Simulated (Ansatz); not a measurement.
Consider interstitial H in alpha Ga2O3, charge state +1. All values below come from PBE, PAW (plane waves to 420 eV; Ansatz, a quantum-chemistry and plane-wave program).

120-site cell at the relaxed PBE lattice, the Γ point alone, smearing 0.01 eV, spin-restricted, no finite-size correction. Energies are static. The host's phase is taken as given; its stability against other phases was not computed. The charge state is imposed; whether it is stable for some Fermi level was not computed. Sites that were not tried may lie lower.

Barriers: single points on a 2×2×2 k-point mesh shifted by half a step along c at the bands' geometries.

A. a direct jump of one H atom; the atom moves 2.21 Å along (0.16, -0.16, 0.13) of the unit cell; the moving atom starts with neighbours Ga at 2.13; O at 1.00, O at 1.76 Å and ends with Ga at 2.13; O at 1.00, O at 1.76 Å; saddle order inconclusive, on a symmetry element.
B. a direct jump of one H atom; the atom moves 1.25 Å along (0.25, 0.17, -0.04) of the unit cell; the moving atom starts with neighbours Ga at 2.13; O at 1.00, O at 1.76 Å and ends with Ga at 2.13; O at 1.00, O at 1.76 Å; saddle order first order.

A band can be held on a symmetry element, so unchecked saddle points there may be too high.

Q: Order them by forward barrier (lowest first) at the level PBE, PAW.

A: B (0.21 eV), A (0.88 eV)
